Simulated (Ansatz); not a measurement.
For cubic perovskite CsHgCl3, PBEsol (plane waves, PAW; Ansatz, an electronic-structure program) gives:

- lattice constant a: 5.268 Å
- bulk modulus B0: 34.2 GPa
- cohesive energy: 2.48 eV/atom
- band gap: 0.00 eV

### Question
What does HSE06 (plane waves, PAW; Ansatz) give for the same quantities?

### Answer

- lattice constant a: 5.342 Å (grows by 1.4 %)
- bulk modulus: 31.9 GPa (drops by 6.7 %)
- cohesive energy: 2.25 eV/atom (falls by 0.23 eV/atom)
- band gap: 0.51 eV (rises by 0.51 eV)

For comparison: lattice constant a 5.41 Å (measured, temperature not stated, not corrected to a static lattice; as tabulated in Moreira and Dias (2007), arXiv:cond-mat/0703451).

Changes are worked out from the printed values.

Unless a cell is named, each level is at its own relaxed cell (PBEsol 29.24, HSE06 30.50 Å³/atom).

Levels without +SOC leave out spin–orbit coupling, which shifts energies and cells of such heavy elements.

Levels without +SOC have no spin–orbit coupling; where heavier elements are present it shifts gaps, mostly down, and can invert bands. A gap of zero means that the bands touch or overlap. Density-functional gaps are differences of (generalised) Kohn–Sham levels.

Caveats: the relaxation could not lower the start's symmetry, so the cell can be a saddle point above a distorted one (PBEsol, HSE06). Ansatz's density-functional and Hartree–Fock values are scalar-relativistic unless marked +SOC, with PAW data made under PBE.
